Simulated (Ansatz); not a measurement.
Reference: PtBi (P6_3/mmc), PBEsol, DFPT electron-phonon coupling, linearised Boltzmann equation (plane waves, PAW, scalar-relativistic; Ansatz, a first-principles code); geometry: relaxed with this functional, without spin-orbit coupling.

```cif
data_Bi2Pt2
_chemical_formula_sum 'Bi2 Pt2'
_space_group_name_H-M_alt 'P 1'
_space_group_IT_number 1
_cell_length_a 4.36332
_cell_length_b 4.36332
_cell_length_c 5.48305
_cell_angle_alpha 90.000
_cell_angle_beta 90.000
_cell_angle_gamma 120.000
loop_
_space_group_symop_operation_xyz
  'x, y, z'
loop_
_atom_site_label
_atom_site_type_symbol
_atom_site_fract_x
_atom_site_fract_y
_atom_site_fract_z
_atom_site_occupancy
Bi1 Bi 0.33333 0.66667 0.25000 1
Bi2 Bi 0.66667 0.33333 0.75000 1
Pt1 Pt 0.00000 0.00000 0.50000 1
Pt2 Pt 0.00000 0.00000 0.00000 1
```

The resistivity at 300 K is 11.4 μΩ·cm and the mean free path at 300 K is 9.4 nm.

Question: Swap Pt for Ni, keeping the structure type. How do these values move?

Answer: NiBi (P6_3/mmc): volume per atom 22.6 to 18.8 Å³; resistivity at 300 K stays about the same (11.4 μΩ·cm to 9.9 μΩ·cm); mean free path at 300 K stays about the same (9.4 nm to 10.2 nm).

Question: Swap Bi for Sb, keeping the structure type. How do these values move?

Answer: PtSb (P6_3/mmc): volume per atom 22.6 to 20.6 Å³; resistivity at 300 K rises (11.4 μΩ·cm to 17.0 μΩ·cm); mean free path at 300 K falls (9.4 nm to 6.8 nm).

Question: Swap Pt for Pd, keeping the structure type. How do these values move?

Answer: PdBi (P6_3/mmc): volume per atom 22.6 to 22.1 Å³; resistivity at 300 K stays about the same (11.4 μΩ·cm to 11.7 μΩ·cm); mean free path at 300 K stays about the same (9.4 nm to 9.4 nm).

Moves up to 14 % count as about the same. Metals; harmonic phonons alone scatter; means over directions. The mean free path is weighted by the current that each state carries. Halving the electron mesh moves these values by up to 10 %; q meshes are mostly untested. Some of the runs warned that the eigensolver left states short of its tolerance. Spin-orbit coupling is left out.

Formula and space group known from diffraction (Crystallography Open Database), not checked to be the room-temperature form: PdBi (P6_3/mmc), PtBi (P6_3/mmc), PtSb (P6_3/mmc). Computed structure with no diffraction record at hand here (it may be known, metastable or hypothetical): NiBi (P6_3/mmc). Treated as nonmagnetic (a ferromagnetic start lost its moment, other orders weren't tried): NiBi (P6_3/mmc). The missing spin-orbit coupling matters most for NiBi (P6_3/mmc), PdBi (P6_3/mmc), PtBi (P6_3/mmc), PtSb (P6_3/mmc).
